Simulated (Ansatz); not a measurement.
The reference is ZnAu in the CsCl type structure (space group Pm-3m, No. 221; a = 3.1868 Å).

Computed with PBE in Ansatz (plane waves to 420 eV, PAW, scalar-relativistic without spin-orbit coupling).

One change was made to it. Results:

```json
[
 {"quantity": "shortest interatomic distance", "base": "2.760 Å", "after": "2.904 Å"},
 {"quantity": "density", "base": "13.46 g/cm³", "after": "11.87 g/cm³"}
]
```

Name the change that was made.
A) Au → Cu
B) Zn → Ge
C) Au → P

B, Zn → Ge. For comparison, the shortest interatomic distance in the other runs: Au → P gives 2.729 Å; Au → Cu gives 2.567 Å.

Stability against distortions was not tested. As relaxed here, AuGe and ZnP are hypothetical phases, not in the database extracts checked. All final runs are without spin polarisation. An odd electron count without spin: AuGe, ZnAu, ZnP and ZnCu.

Ansatz is a quantum-chemistry and plane-wave program.
